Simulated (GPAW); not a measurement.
# Pressure against volume in AlB2-type MgB2 (space group 191) (GPAW, LDA)

```xyz
3
Lattice="2.9698 0.0000 0.0000 -1.4849 2.5719 0.0000 0.0000 0.0000 3.3831" Properties=species:S:1:pos:R:3 pbc="T T T"
Mg     0.0000     0.0000     0.0000
B      1.4849     0.8573     1.6915
B      0.0000     1.7146     1.6915
```

Level of theory: LDA (Perdew-Wang 92), GPAW PAW datasets LDA (gpaw-data 1.0.1) (plane waves; GPAW 25.7.0). Settings: mode = pw; ecut = 1040 eV; xc = LDA; kpts = 22 22 17; mesh shift (steps) = 0 0 0; occupations.name = fermi-dirac; occupations.width = 0.05 eV; nbands = -7; convergence.density = 1e-05 e/electron; convergence.energy = 1e-05 eV/electron; symmetry.symmorphic = false; symmetry.tolerance = 0.0005; maxiter = 150. The cell above is the first row's. The rows scale it uniformly. In all rows fractional positions and the k mesh are held.

```csv
V (Å^3/atom),P (GPa)
8.614,?
8.801,7.78
8.988,3.88
9.175,0.32
9.363,-2.92
9.550,-5.87
9.737,-8.55
9.924,-10.99
10.112,-13.22
```

Fit P of the 8 rows that show it with a cubic. With u = V - 9.5, the rows have u = -0.6990, -0.5120, -0.3250, -0.1370, 0.0500, 0.2370, 0.4240, 0.6120. Least squares gives P = -5.111 - 15.3930·u + 3.8992·u² - 0.6581·u³. Residuals (row less fit): 0.001, -0.001, -0.006, 0.007, 0.001, -0.001, -0.003, 0.002; standard error 0.005 (degrees of freedom: 4). The fitted pressure is zero at V0 = 9.193, where dP/dV = -17.97, so B0 = -V0·dP/dV = 165 GPa.

Task: Estimate the missing P (V = 8.614); what did the run itself give?

Result: u = -0.8860, so P = -5.111 - 15.3930 × (-0.8860) + 3.8992 × (-0.8860)² - 0.6581 × (-0.8860)³ = 12.046 GPa. The calculation gives 12.09 GPa, 0.044 GPa above the prediction (0.2 % of the range of P in the table). The row lies outside the fitted rows, so this is an extrapolation. From the scatter of the fitted rows alone, a prediction at this place has a standard error of 0.014 GPa, so the miss is 3.2 times that.

Carrying the step between the two nearest rows on in a straight line would have given 11.68, off by 0.41; series whose last step already gives the withheld value aren't shown. The scan was laid around a cell of about the measured size, scaled by a guess for this functional; axis ratios and inner coordinates come from that cell. The runs keep the symmetry of the cell, so they don't test it for distortions. The shape of the cell and the inner coordinates aren't relaxed, so V0 and B0 belong to this uniform scaling; a relaxed crystal lies no higher in energy and is usually softer. Cutoffs and mesh are single choices, not tested for convergence of this quantity. Series with a scatter that would blur these digits, or in which a gap closes, are not shown.

Terms beyond the fitted order, or numerical noise in single rows, can give a miss of this size; the table doesn't tell which.
